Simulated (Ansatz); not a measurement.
Cost and result by functional for the adsorption energy of O on the 1x1 (111) surface of fcc Ir, one in a 2x2 cell, started at the site 'hollow Ir-Ir-Ir over Ir at depth 4.4 Å', in Ansatz (plane waves, PAW). Single points on the PBE structure, on one kind of machine; costs are rough ratios of the slab run's core time (references not counted) to the cheapest single point. r2SCAN's cost holds its higher cutoff (500 against 420 eV). Differences are taken against r2SCAN for comparison alone: no measured value is at hand, so the table doesn't rank accuracy.

Set-up: 17 atoms, 6.6 Å thick at the start under the adsorbate (thin: gaps and levels are the slab's own); mesh 6x6x1; 0.1 eV smearing; dipole correction on; 8 atoms held, the rest relaxed; held to the start's symmetry, so lower structures may exist; no spin, no spin-orbit, no U, no dispersion correction. At the end it is bonded to 3 Ir. In PBE it is, or lies within 0.03 eV of, the lowest of the starts that converged. These notes are the PBE run's. Adsorption energies are against ½ O2(g). A negative adsorption energy means that the adsorbate is more stable on the surface than in its reference.

| functional | relative cost | adsorption energy (eV) | less r2SCAN (eV) |
|---|---|---|---|
| RPBE | 1 | -1.38 | 0.44 |
| r2SCAN | 2 | -1.82 | 0.00 |
| PBE (the relaxed run's value) | – | -1.65 | 0.17 |

The values span 0.44 eV, while the single points' costs differ by a factor of roughly 2. Differences are of unrounded values.

Ansatz is a quantum-chemistry and plane-wave program.
